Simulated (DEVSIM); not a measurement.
Device: Al/Si3N4/SiO2/n-Si capacitor, at 300 K.

```tsv
layer (left to right)	material	thickness (nm)	Nd (cm⁻³)
1	Si3N4	24.0	-
2	SiO2	0.500	-
3	Si	3600	2.6e16
```

Metal gate on the left, work function 4.1 eV. Fixed charge at the semiconductor interface 0 cm⁻² (in units of +e); no interface traps.

This is a model device: material constants are rounded textbook-type values typed into the input, and sizes, dopings and lifetimes were drawn at random. Values at 300 K.

| parameter | Si3N4 | SiO2 | Si |
|---|---|---|---|
| gap (eV) | 5.1 | 9 | 1.124 |
| affinity (eV) | 2.1 | 0.9 | 4.05 |
| permittivity | 7.5 | 3.9 | 11.7 |
| Nc (cm⁻³) | - | - | 2.86e19 |
| Nv (cm⁻³) | - | - | 3.1e19 |

DEVSIM, 1D Poisson equation in equilibrium, Boltzmann statistics, complete ionisation; no quantum confinement or tunnelling. Metal contacts follow the ideal Schottky-Mott rule: no Fermi-level pinning, no interface dipoles.

The Si3N4 thickness was swept, all else fixed.

```csv
Si3N4 thickness (μm),threshold voltage (band bending 2φF) (V),minimum of the low-frequency capacitance (μF/cm²),capacitance of the dielectric stack (μF/cm²)
0.0096,-1.02,0.0544,0.629
0.013,-1.06,0.0538,0.476
0.017,-1.11,0.0513,0.370
0.02,-1.15,0.0504,0.317
0.024,-1.20,0.0491,0.266
0.029,(withheld),(withheld),0.222
```

### Question
Complete the blanks.

### Answer

- 0.029, threshold voltage (band bending 2φF) (V): -1.26
- 0.029, minimum of the low-frequency capacitance (μF/cm²): 0.0471
